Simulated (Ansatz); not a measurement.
Start from GaAs in the zinc blende structure (space group F-43m, No. 216; a = 5.666 Å). Axes: x, y, z lie along the cube axes.

Calculations: r2SCAN/PAW in Ansatz (a program for electronic structure), spin-orbit coupling left out, earlier PAW set.

Modification: the cell is stretched by 3.60 % along y with no lateral relaxation; the atoms relax in the strained cell.

Predict the stress tensor and what it implies for the stiffness.

Stress of the strained cell less that of the base (GPa, compression positive):
```
  -1.54    0.00    0.00
   0.00   -4.03    0.00
   0.00    0.00   -1.54
```

Then −Δσ_ii/ε with ε = 0.0360 gives secant stiffness values (nonlinear terms included at this strain): C22 ≈ 112 GPa, C12 ≈ 43 GPa and C23 ≈ 43 GPa.

As a check, the harmonic strain energy −½ V₀ Δσ:ε is 10 meV/atom; the computed energy rise is 10 meV/atom.

Stability against distortions was not tested.
